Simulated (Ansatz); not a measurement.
The reference is ZnS in the wurtzite structure (space group P6_3mc, No. 186; a = 3.807 Å, c = 6.246 Å). Axes: x lies along a and z along c of the hexagonal cell.

Perturbation: biaxial strain −1.02 %, plane normal [001], relaxed out of plane (Cartesian); in-plane vectors clamped, the third vector and the atoms free.

Levels (all Ansatz, a quantum-chemistry and plane-wave program, PAW, earlier PAW set): r2SCAN (500 eV, no spin-orbit coupling); HSE06 (420 eV, scalar-relativistic without spin-orbit coupling).

The geometry is relaxed with r2SCAN.

| Property | Result |
|---|---|
| r2SCAN lowest conduction level above the VBM at special points | Γ 2.78 eV; L 3.88 eV; M 4.08 eV |

Problem. What does HSE06 give at this geometry for the lowest conduction level above the VBM at special points?

Solution. The lowest conduction level above the VBM at special points changes from Γ 2.78 eV; L 3.88 eV; M 4.08 eV to Γ 3.45 eV; L 4.61 eV; M 4.83 eV.

Single points use the geometry relaxed with r2SCAN. The levels and masses belong to the bands next to the band gap. No phonon test of stability was made.
